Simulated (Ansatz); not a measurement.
Take SiO₂ in the rutile structure (space group P4_2/mnm, No. 136; a = 4.195 Å, c = 2.678 Å) as the base. Axes: x, y, z lie along a, b, c of the conventional cell.

Level of theory: Ansatz (an electronic-structure program), PBEsol, PAW, cutoff 420 eV, without spin-orbit coupling.

Strains are applied to the cell and any free atomic positions relax.

One change was made to it. Results:

The electron mass goes from 0.37 mₑ along c, 0.47 mₑ across (at Γ) to 0.38 mₑ along z, 0.48 mₑ across (at Γ); the shortest interatomic distance decreases by 0.0061 Å, from 1.766 Å to 1.759 Å; the pressure (mean of the normal stresses, compression positive) goes from zero to 22.3 kbar; the band gap increases by 0.13 eV (5.35 eV → 5.48 eV); the valence-band top at Γ (three highest levels, from the VBM) becomes 0.00, -0.89, -0.89 eV (base: 0.00, -0.88, -0.88 eV).

Task: Which of these changes matches the shifts?
(A) uniaxial strain ε_zz = −2.40 %
(B) uniaxial strain ε_zz = −1.80 %
(C) uniaxial strain ε_zz = −1.20 %
(D) uniaxial strain ε_zz = −0.60 %
(E) uniaxial strain ε_zz = −3.00 %

Result: D, uniaxial strain ε_zz = −0.60 %. For comparison, the band gap in the other runs: uniaxial strain ε_zz = −1.20 % gives 5.61 eV; uniaxial strain ε_zz = −3.00 % gives 5.99 eV; uniaxial strain ε_zz = −1.80 % gives 5.74 eV; uniaxial strain ε_zz = −2.40 % gives 5.86 eV.

Masses are band curvatures over ±0.01 Å⁻¹ around the edge. No phonon test of stability was made.
